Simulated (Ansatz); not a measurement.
Base system: CsSnI₃ in the cubic perovskite structure (space group Pm-3m, No. 221; a = 6.271 Å).

Structures relaxed with PBE/PAW in Ansatz (a program for electronic structure), scalar-relativistic without spin-orbit coupling.

Base:

Simulated powder pattern, Cu Kα1, λ = 1.54056 Å (kinematic, ideal powder, no thermal factors, no anomalous dispersion; the 14 strongest lines at most, above 2 %, up to 2θ = 90°):

| 2θ (°) | I/Imax (%) | hkl |
|---|---|---|
| 14.11 | 18 | (100) |
| 20.01 | 18 | (110) |
| 24.57 | 74 | (111) |
| 28.44 | 100 | (200) |
| 31.88 | 9.9 | (210) |
| 35.02 | 9.0 | (211) |
| 40.66 | 75 | (220) |
| 48.08 | 35 | (311) |
| 50.36 | 27 | (222) |
| 58.85 | 12 | (400) |
| 64.74 | 14 | (331) |
| 66.64 | 34 | (420) |
| 73.99 | 25 | (422) |
| 79.32 | 11 | (511) |

One thing is altered: every lattice vector is shortened by 1.80 %, atoms relaxed at fixed cell.

Q: Where do the lines fall after the change?

A: 
Simulated powder pattern, Cu Kα1, λ = 1.54056 Å (kinematic, ideal powder, no thermal factors, no anomalous dispersion; the 14 strongest lines at most, above 2 %, up to 2θ = 90°):

| 2θ (°) | d (Å) | I/Imax (%) | hkl |
|---|---|---|---|
| 14.37 | 6.158 | 18 | (100) |
| 20.38 | 4.355 | 18 | (110) |
| 25.02 | 3.556 | 75 | (111) |
| 28.97 | 3.079 | 100 | (200) |
| 32.48 | 2.754 | 9.9 | (210) |
| 35.68 | 2.514 | 9.0 | (211) |
| 41.44 | 2.177 | 75 | (220) |
| 49.02 | 1.857 | 35 | (311) |
| 51.35 | 1.778 | 26 | (222) |
| 60.04 | 1.540 | 12 | (400) |
| 66.08 | 1.413 | 14 | (331) |
| 68.02 | 1.377 | 34 | (420) |
| 75.58 | 1.257 | 25 | (422) |
| 81.07 | 1.185 | 11 | (511) |

The indices refer to the base's conventional cell; one index is shown for lines that coincide.

The cells carry an imposed strain or load. Stability against distortions was not tested. Many cubic perovskites are stable only at high temperature; tilts and polar distortions were not tested.
